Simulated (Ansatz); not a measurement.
```
CELL_PARAMETERS angstrom
     23.00000     0.00000     0.00000
      0.00000    23.00000     0.00000
      0.00000     0.00000     4.03443
ATOMIC_POSITIONS crystal
  Ge 0.72398 0.54730 0.50000
  Ge 0.73787 0.60581 0.00000
  Ge 0.65340 0.66992 0.00000
  Ge 0.63024 0.72542 0.50000
  Ge 0.52423 0.72763 0.50000
  Ge 0.47287 0.75892 0.00000
  Ge 0.38580 0.69840 0.00000
  Ge 0.32586 0.69353 0.50000
  Ge 0.29099 0.59339 0.50000
  Ge 0.24537 0.55421 0.00000
  Ge 0.27602 0.45270 0.00000
  Ge 0.26213 0.39419 0.50000
  Ge 0.34660 0.33008 0.50000
  Ge 0.36976 0.27458 0.00000
  Ge 0.47577 0.27237 0.00000
  Ge 0.52713 0.24108 0.50000
  Ge 0.61420 0.30160 0.50000
  Ge 0.67414 0.30647 0.00000
  Ge 0.70901 0.40661 0.00000
  Ge 0.75463 0.44579 0.50000
```

These are PBE (plane waves to 420 eV, PAW; Ansatz, an electronic-structure program) values and carry that method's errors. Mesh 1×1×18. No spin polarisation. One-dimensional cell, images about 11 Å apart. A hypothetical model, rolled from the flat sheet. Symmetry and one short period hold its shape; lower forms weren't sought. Values not marked SOC lack spin–orbit coupling.

Task: Tabulate the two highest filled and two lowest empty levels along the axis, from the valence top.

Result: 
| k (2π/c) | v2 (eV) | v1 (eV) | c1 (eV) | c2 (eV) |
|---|---|---|---|---|
| 0.000 | -0.36 | -0.15 | 0.51 | 0.83 |
| 0.042 | -0.44 | -0.25 | 0.74 | 0.85 |
| 0.083 | -0.55 | -0.36 | 0.88 | 1.10 |
| 0.125 | -0.55 | -0.50 | 0.89 | 1.30 |
| 0.167 | -0.69 | -0.42 | 0.85 | 1.29 |
| 0.208 | -0.71 | -0.28 | 0.77 | 1.21 |
| 0.250 | -0.60 | -0.14 | 0.65 | 1.09 |
| 0.292 | -0.49 | -0.02 | 0.53 | 0.95 |
| 0.333 | -0.42 | -0.02 | 0.50 | 0.82 |
| 0.375 | -0.42 | -0.20 | 0.63 | 0.76 |
| 0.417 | -0.53 | -0.44 | 0.80 | 0.80 |
| 0.458 | -0.72 | -0.71 | 0.72 | 0.72 |
| 0.500 | -0.94 | -0.94 | 0.72 | 0.72 |
